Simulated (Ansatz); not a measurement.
# Amorphous Ti₂₀O₄₁Ba

It comes from a melt-quench run on a machine-learned potential (CHGNet), relaxed afterwards by DFT. O atoms were pushed apart under 1.9 Å during the dynamics, to hinder bonds among them. The hot cell started wider than the set density and was brought back towards it in steps. It is the lowest in DFT energy of 2 quenches. It is a model cell: composition and starting density were chosen by hand, and all elements were melted together. No dispersion term was used.

Methods: PBE, scalar-relativistic without spin-orbit coupling (Ansatz, a first-principles code); r2SCAN, scalar-relativistic without spin-orbit coupling (Ansatz); HSE06, scalar-relativistic without spin-orbit coupling (Ansatz). Geometry, pressure, stress and energy are those of the PBE run. Its sampling: a 2×2×2 Γ-centred mesh; Fermi-Dirac width 0.02 eV; no spin polarisation. Other functionals are single points at the zone centre (r2SCAN at 500 eV; exact exchange cut at the cell's faces), free to take moments where seeds were set. At PBE the levels at the empty edge of the gap are localised (band-tail or defect states).

| Item | Result |
|---|---|
| Number of atoms in the cell | 62 |
| Density (held, not predicted) | 3.74 g/cm³ |
| Volume per atom | 12.53 Å³ |
| Pressure on a 2×2×2 Γ-centred mesh | 0.15 GPa |
| Largest force and stress component on that mesh (the relaxation ran on the zone centre alone) | 0.10 eV/Å and 0.2 GPa |
| Level gap on a 2×2×2 Γ-centred mesh (PBE) | 2.59 eV |
| Level gap at the zone centre (PBE) | 2.70 eV |
| Level gap at the zone centre (r2SCAN) | 3.01 eV |
| Level gap at the zone centre (HSE06) | 4.19 eV |

Bonds are counted up to Ti-Ti 3.12 Å, Ti-O 2.38 Å, Ti-Ba 3.93 Å, O-O 1.58 Å, O-Ba 3.37 Å, Ba-Ba 4.73 Å. Two cations that share two anions don't count as bonded, nor two that share one unless they lie closer than Ti-Ti 3.04 Å, Ti-Ba 3.82 Å, Ba-Ba 4.60 Å.

The mean coordination of Ti by anions is 5.50 (10 with 5, 10 with 6) and the mean coordination of O comes out as 2.88 (11 with 2, 24 with 3, 6 with 4). The mean coordination of Ba by anions is 8.00 (1 with 8) and the mean Ti-O bond is 1.969 Å (spread 0.122 Å, 110 counted). The mean O-Ba bond is 2.857 Å (spread 0.181 Å, 8 counted).

Its density started from a set value of 3.74 g/cm³. Cooling (nominally 300 K/ps over its main leg) ran many orders faster than in experiment, which tends to leave more defects and strain. One small periodic cell is one sample of the glass; other quenches scatter about these values. The volume was held where the preparation left it and the shape relaxed, at a PBE pressure of 0.2 GPa.
